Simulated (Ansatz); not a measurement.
**How far PBE and PBEsol part for hypothetical P4_2/mnm GaN, strain tensor (xx, yy, zz, yz, xz, xy) = (+0.52, −0.36, −1.45, +1.66, +2.39, −2.09) %**

Base system: GaN (space group P4_2/mnm, No. 136; a = 5.535 Å, c = 3.214 Å; a hypothetical phase, not in the database extracts checked). Axes: x, y, z lie along a, b, c of the conventional cell.

(Cell as relaxed with PBE.)

Levels (all Ansatz, an electronic-structure program, PAW): PBE (420 eV, no SOC); PBEsol (420 eV, no spin-orbit coupling).

Each level relaxes its own structure.

| base | PBE | PBEsol |
|---|---|---|
| volume per atom | 12.31 Å³ | 11.91 Å³ |
| lattice parameter a | 553.5 pm | 547.0 pm |
| band gap | 1.73 eV | 1.87 eV |

The change: the symmetric strain tensor [0.0052 -0.0209 0.0238; -0.0209 -0.0036 0.0165; 0.0238 0.0165 -0.0145], atoms relaxed at fixed cell.

```tsv
quantity	PBE	PBEsol
pressure (mean of the normal stresses, compression positive)	2.48 GPa	(withheld)
shortest interatomic distance	191.1 pm	(withheld)
largest internal atomic displacement	0.054 Å	(withheld)
```

Q: Predict the PBEsol column.

A: 
- pressure (mean of the normal stresses, compression positive), PBEsol: 2.69 GPa
- shortest interatomic distance, PBEsol: 189.2 pm
- largest internal atomic displacement, PBEsol: 0.056 Å

PBE's pressure lies 0.216 GPa below PBEsol's; PBE's shortest interatomic distance lies 1.9 pm above PBEsol's (1.0 %). Neither level is exact; PBEsol is the comparison here, not a measurement.

No phonon test of stability was made.
